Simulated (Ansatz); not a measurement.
An Ansatz (an electronic-structure program) input (DFT with PBEsol, PAW potentials and a 420 eV plane-wave cutoff in Ansatz, no spin-orbit coupling):

Ansatz 0.2 input:
```yaml
crystal:
  lattice:
    - [3.0780690355, 0, 0]
    - [-1.5390345178, 2.6656859794, 0]
    - [0, 0, 10.0761598275]
  atoms:
    - { symbol: Si, position: [0, 0, 0.000316829] }
    - { symbol: Si, position: [0, 0, 0.500316829] }
    - { symbol: Si, position: [0.6666666667, 0.3333333333, 0.7502439445] }
    - { symbol: Si, position: [0.3333333333, 0.6666666667, 0.2502439445] }
    - { symbol: C, position: [0, 0, 0.8128559726] }
    - { symbol: C, position: [0, 0, 0.3128559726] }
    - { symbol: C, position: [0.6666666667, 0.3333333333, 0.5622132539] }
    - { symbol: C, position: [0.3333333333, 0.6666666667, 0.0622132539] }
basis: { ecutwfc: 420, ecutrho_ratio: 4, xc_grid: 2, fft_grid_basis: typed }
kpoints: { mp_grid: { grid: [17, 17, 5] } }
hamiltonian:
  xc: pbesol
  dispersion: none
  pseudopotentials: { kind: paw }
total_charge: 0.413383
scf: { occupations: { method: fermi_dirac, width: 0.0259 }, convergence: { dr2_threshold: 0.0000000008 } }
relax: { f_tol: 0.005, max_steps: 30 }
output: { forces: true, stress: true }
checkpoint: { write: state.ck, write_every: 1000 }
```

Task: Which symmetry and how many k-points will the program report, and about how many plane waves at Γ?

Result: Space group P63mc (ITA 186) with 12 operations, k-points 99 of 1445, and 1605 plane waves at Γ.

Charged cell with a jellium background: band edges are those of the host's band count, energies are not comparable with the neutral cell, and many-body gap narrowing is missing. Whether these cells are dynamically stable was not tested. The cell was made from SiC (space group P6_3mc, No. 186) by this change: holes 5.0×10^21 cm⁻³.
